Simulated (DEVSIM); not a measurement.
Structure: Si p+/n-/n+ power diode, at 400 K.

```tsv
layer (left to right)	material	thickness (μm)	Nd (cm⁻³)	Na (cm⁻³)	τn (s)	τp (s)
1	Si	1.90	-	1.4e18	1e-7	1e-7
2	Si	10.0	5.9e14	-	1e-7	1e-7
3	Si	10.0	1.2e18	-	1e-7	1e-7
```

Left contact: ohmic. Right contact: ohmic. Voltage is applied to the left contact. Recombination: SRH at mid-gap. Mobility is μmin + (μ − μmin)/(1 + (N/Nref)^α).

This is a model device: material constants are rounded textbook-type values typed into the input, and sizes, dopings and lifetimes were drawn at random. Values at 300 K; Nc and Nv go as T^1.5, mobilities as T to minus their exponent, the gap by Varshni's rule with the affinity fixed.

| parameter | Si |
|---|---|
| gap (eV) | 1.124 |
| affinity (eV) | 4.05 |
| permittivity | 11.7 |
| Nc (cm⁻³) | 2.86e19 |
| Nv (cm⁻³) | 3.1e19 |
| μn (cm²/Vs) | 1417 |
| μp (cm²/Vs) | 470 |
| μn,min | 52 |
| μp,min | 45 |
| Nref,n | 9.7e16 |
| Nref,p | 2.2e17 |
| αn | 0.68 |
| αp | 0.72 |
| T exponent of μn | 2.3 |
| T exponent of μp | 2.2 |
| Varshni α (eV/K) | 0.000473 |
| Varshni β (K) | 636 |

Model (solved in DEVSIM): 1D drift-diffusion, Boltzmann statistics, complete ionisation; no tunnelling, impact ionisation, image-force lowering or self-heating.

The thickness of layer 1 was swept, all else fixed.

| thickness of layer 1 (μm) | dark forward voltage at 100 A/cm² (V) |
|---|---|
| 0.38 | ? |
| 0.66 | 0.662 |
| 1.1 | 0.670 |
| 1.9 | 0.678 |
| 3.2 | 0.684 |
| 5.7 | 0.689 |
| 9.5 | 0.692 |

### Question
What belongs in the gaps?

### Answer

- 0.38, dark forward voltage at 100 A/cm² (V): 0.652
